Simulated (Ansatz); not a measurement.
A self-consistent single point of Hg3Pt (P1, 4 atoms in the cell) with Ansatz (a quantum-chemistry and plane-wave program).

Computed with LDA (PW92), PAW files made with PBE (plane waves; Ansatz).

The change in words: atoms moved at random. Reference geometry:
```
CELL_PARAMETERS angstrom
     -2.10218     2.10218     4.63253
      2.10218    -2.10218     4.63253
      2.10218     2.10218    -4.63253
ATOMIC_POSITIONS crystal
  Hg 0.75000 0.25000 0.50000
  Hg 0.25000 0.75000 0.50000
  Hg 0.50000 0.50000 0.00000
  Pt 0.00000 0.00000 0.00000
```

Reference input (self-consistent single point, DFT, LDA (PW92), plane waves, PAW files made with PBE): basis.ecutwfc = 420 eV; kpoints.mp_grid.grid = 8 8 8; hamiltonian.xc = lda; hamiltonian.pseudopotentials = {kind: paw} (the program's default PAW files); scf.occupations.method = fermi_dirac; scf.occupations.width = 0.1 eV. This run's input differs from it in these lines:

Ansatz 0.2 input:
```diff
@@ -7,6 +7,6 @@
   atoms:
-    - { symbol: Hg, position: [0.75000000, 0.25000000, 0.50000000] }
-    - { symbol: Hg, position: [0.25000000, 0.75000000, 0.50000000] }
-    - { symbol: Hg, position: [0.50000000, 0.50000000, 0.00000000] }
-    - { symbol: Pt, position: [0.00000000, 0.00000000, 0.00000000] }
+    - { symbol: Hg, position: [0.74475100, 0.25741200, 0.50787100] }
+    - { symbol: Hg, position: [0.26154900, 0.73727700, 0.49350700] }
+    - { symbol: Hg, position: [0.49196500, 0.50963100, 0.00413200] }
+    - { symbol: Pt, position: [0.00173500, -0.00431900, -0.00550900] }
 basis:
```

Output (repeated stretches shortened):

```
SCF iter   1: F=—  HF=-52818.738168 eV  |F-HF|=—  |Δ(HF+E_count)|=         —  Δρ=6.29e-2  dr2=4.47e0  ethr=3.10e-3  ⟨swp⟩=6.3  Hψ=40362  notcnv=0  defer=112
all-band conjugate gradients solve this SCF's bands
preconditioner: auto → Kerker (q_TF=auto, 2.706 Å⁻¹)
SCF iter   2: F=—  HF=-52818.102749 eV  |F-HF|=—  |Δ(HF+E_count)|=   6.35e-1  Δρ=3.26e-2  dr2=1.21e0  ethr=3.10e-3  ⟨swp⟩=2.0  Hψ=16137  notcnv=0  defer=339
   [... lines left out ...]
SCF iter   5: F=—  HF=-52817.854888 eV  |F-HF|=—  |Δ(HF+E_count)|=   4.77e-6  Δρ=2.50e-4  dr2=5.70e-5  ethr=8.57e-7  ⟨swp⟩=2.1  Hψ=17821  notcnv=0  defer=363
SCF iter   6: F=—  HF=-52817.854901 eV  |F-HF|=—  |Δ(HF+E_count)|=   1.29e-5  Δρ=7.20e-5  dr2=4.13e-6  ethr=7.31e-8  ⟨swp⟩=2.8  Hψ=19627  notcnv=0  defer=363
SCF iter   7: F=—  HF=-52817.854900 eV  |F-HF|=—  |Δ(HF+E_count)|=   2.78e-7  Δρ=1.93e-5  dr2=3.42e-7  ethr=5.30e-9  ⟨swp⟩=2.6  Hψ=18909  notcnv=0  defer=363
SCF iter   8: F=-52817.854900 eV  HF=-52817.854900 eV  |F-HF|=1.86e-8  |Δ(HF+E_count)|=   5.11e-8  Δρ=5.62e-6  dr2=2.96e-8  ethr=1.28e-10  ⟨swp⟩=9.0  Hψ=48266  notcnv=0
SCF 1 converged in 8 iterations: F = -52817.854900 eV  dr2 = 2.96e-8
Free energy (F): -52817.854900 eV
Internal energy: -52817.811933 eV  (E = F + TS)
E sigma→0 (E₀):  -52817.833417 eV
Entropy (-TS):   -0.042967 eV (-10.742 meV/atom)
Fermi energy:    16.912304 eV
--- Forces (eV/Å), atoms counted from 1 ---
  atom   1  Hg    -0.27215186     0.13596761    -0.02979208
  atom   2  Hg     0.33981514    -0.14282737    -0.02758940
  atom   3  Hg    -0.15113219     0.06209056     0.03378590
  atom   4  Pt     0.08346763    -0.05523092     0.02359481
--- Stress (GPa, compression-positive) ---
       -9.731288      -0.248227      -0.491640
       -0.248227      -9.999573      -0.216902
       -0.491640      -0.216902     -10.097291
  P = ⅓ Tr σ = -9.9427 GPa (-99.427 kbar)
  The stress holds the Pulay correction. Without it, at fixed plane waves, as pw.x and ABINIT print it: P = -9.9903 GPa
```

The run converged in 8 iterations. Against the reference run the free energy goes up by 6.3 meV/atom, the pressure goes from -10.30 to -9.94 GPa and the largest force goes from 0.000 to 0.370 eV/Å.

The starting cell comes from a database of computed structures (which also holds hypothetical and non-ambient phases and stackings), without a prior relaxation at this level. For this run, on top of that: atoms moved at random. Spin polarisation is off. With a pressure of about -10 GPa the cell is away from its equilibrium volume at this level. Ansatz's pressure includes its estimate of the finite-basis (Pulay) stress.

Cost on one core of a shared machine: roughly 60 s.
